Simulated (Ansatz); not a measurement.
# Ge: stress against strain

Ge (diamond, Fd-3m, 22.860 Å³/atom and stress up to 0.01 GPa in the relaxed cell, cube axes along x, y and z) under a strain ε along a cube axis (axis z), the other axes held. PBEsol in Ansatz, a plane-wave DFT program (PAW, default set), 420 eV, 14×14×14 Γ-centred mesh, Fermi-Dirac smearing 0.05 eV; ions are relaxed, or left where forces stay under 0.02 eV/Å, within the symmetry of each cell. Stress is positive for a compressed cell.

Here s stands for strain and y for stress zz.

| strain (%) | stress zz (GPa) |
|---|---|
| -3.00 | ? |
| -1.50 | 1.74 |
| -1.00 | 1.15 |
| -0.50 | 0.57 |
| 0.00 | -0.01 |
| 0.50 | -0.57 |
| 1.00 | -1.13 |
| 1.50 | -1.67 |

The 7 complete rows are fitted with a straight line, y against s. Means: s 0, y 0.011. About the means, the sum of products is -7.9650 and the sum of squares of s is 7.0000; the slope is their ratio. Least squares gives y = 0.011 - 1.1379·s. Residuals (row less fit): 0.022, 0.001, -0.010, -0.021, -0.012, -0.003, 0.026; standard error 0.019 (degrees of freedom: 5). The slope gives the elastic constant C11 = 113.8 ± 0.7 GPa (± standard error of the fit, which holds the terms cut off).

Estimate the missing y (s = -3.00); what did the run itself give?

y = 0.011 - 1.1379 × (-3.0) = 3.425 GPa. The calculation gives 3.56 GPa, 0.135 GPa above the prediction (2.6 % of the range of y in the table). The row lies outside the fitted rows, so this is an extrapolation. From the scatter of the fitted rows alone, a prediction at this place has a standard error of 0.030 GPa, so the miss is 4.5 times that.

A polynomial of degree 2 through the 12 other runs of the series gives 3.57 there, so most of the miss is curvature that the fit leaves out. This level leaves no gap over 0.05 eV at strain -3.00, -1.50, -0.50, 0.00, 0.50, 1.00, 1.50 %. Rows are the converged runs of the series near zero and its far end; series whose fitted rows scatter by over a few per cent of the range, as at a crossing or softening among them, aren't shown in this form, nor equations of state whose B0' disagrees with the runs' pressures. Most that stay on the fit to the last digits aren't either.
